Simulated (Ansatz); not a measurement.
Worked example: relaxation of the atoms of Hf2Hg (I4mm, 3 atoms in the cell) in Ansatz (an electronic-structure program).

Method of the run: LDA (PW92), default PAW files made with PBE (plane waves; Ansatz).

The change in words: one atom moved by 0.15 angstrom; relax: default → atoms; relax.f_tol: default → 0.2 eV/Å. Reference geometry:
```xyz
3
Lattice="-1.6600 1.6600 5.7842 1.6600 -1.6600 5.7842 1.6600 1.6600 -5.7842" Properties=species:S:1:pos:R:3 pbc="T T T"
Hf     0.0000     0.0000     7.7014
Hf     0.0000     0.0000     3.8669
Hg     0.0000     0.0000     0.0000
```

Reference input (self-consistent single point, DFT, LDA (PW92), plane waves, default PAW files made with PBE): basis.ecutwfc = 420 eV; kpoints.mp_grid.grid = 12 12 12; hamiltonian.xc = lda; hamiltonian.pseudopotentials = {kind: paw} (the program's default PAW files); scf.occupations.method = fermi_dirac; scf.occupations.width = 0.1 eV. This run's input differs from it in these lines:

```diff
@@ -6,3 +6,3 @@
   atoms:
-    - { symbol: Hf, position_ang: [0.00000000, -0.00000000, 7.70136436] }
+    - { symbol: Hf, position_ang: [-0.00000000, 0.00000000, 7.85135894] }
     - { symbol: Hf, position_ang: [0.00000000, -0.00000000, 3.86693564] }
@@ -18,2 +18,4 @@
   occupations: { method: fermi_dirac, width: 0.1 }
+relax:
+  f_tol: 0.2
 output:
```

Log, with long lists cut:

```
   [... SCF lines of the steps left out ...]
relax step   1: F+E_penalty+E_count = -44476.67048374 eV  Δ(F+E_penalty+E_count) = +0.000e0 eV  max|allowed force component| = 1.306e0 eV/Å  Δτ_max = 0.0000 Å  (6 SCF iters, dr2 threshold 1.00e-4 eV, accepted)
relax step   2: F+E_penalty+E_count = -44476.64556873 eV  Δ(F+E_penalty+E_count) = +2.492e-2 eV  max|allowed force component| = 1.298e0 eV/Å  Δτ_max = 0.1950 Å  (8 SCF iters, dr2 threshold 1.00e-4 eV, rejected (line search))
relax step   3: F+E_penalty+E_count = -44476.76804489 eV  Δ(F+E_penalty+E_count) = -9.756e-2 eV  max|allowed force component| = 3.674e-2 eV/Å  Δτ_max = 0.0964 Å  (9 SCF iters, accepted)
the relaxation is at rest under the 8 symmetry operations that the run kept from its start: a minimum is not shown …
Free energy (F): -44476.768045 eV
Internal energy: -44476.694464 eV  (E = F + TS)
E sigma→0 (E₀):  -44476.731254 eV
Entropy (-TS):   -0.073581 eV (-24.527 meV/atom)
Fermi energy:    19.562273 eV
--- Forces (eV/Å), atoms counted from 1 ---
  atom   1  Hf    -0.00000000    -0.00000000    -0.03642499
  atom   2  Hf     0.00000000     0.00000000    -0.00029914
  atom   3  Hg     0.00000000    -0.00000000     0.03675052
--- Stress (GPa, compression-positive) ---
       -5.476852       0.000000      -0.000000
        0.000000      -5.476852      -0.000000
   [... lines left out ...]
  F+E_penalty+E_count = -44476.76804489 eV   max|allowed force component| = 3.674e-2 eV/Å
  atoms:
    - { symbol: Hf, position: [0.6703601116911339, 0.6703601116911339, -4.350627417601412e-34] }
    - { symbol: Hf, position: [0.3387423923897055, 0.3387423923897055, 2.6103764505608466e-34] }
    - { symbol: Hg, position: [0.0038634961093357086, 0.0038634961093357086, 1.7402509670405647e-34] }
```

The run converged. 

Summary of the result:
```
Quantity                                                 Result
-----------------------------------------------  --------------
Free energy E − TS (on the zero of these files)  -44476.7680 eV
Fermi level (on the code's own zero)                   19.56 eV
Pressure                                              -5.22 GPa
Largest force (vector length)                        0.037 eV/Å
Relaxation steps                                              3
```

The starting cell comes from a database of computed structures (which also holds hypothetical and non-ambient phases and stackings), without a prior relaxation at this level. Its lattice was rescaled by up to half a per cent. For this run, on top of that: one atom moved by 0.15 angstrom. The relaxation keeps the symmetry of its start, so its end need not be a minimum. Ansatz's pressure includes its estimate of the finite-basis (Pulay) stress.

Cost on one core of a shared machine: roughly 2 min.

Keys are those of Ansatz 0.2.
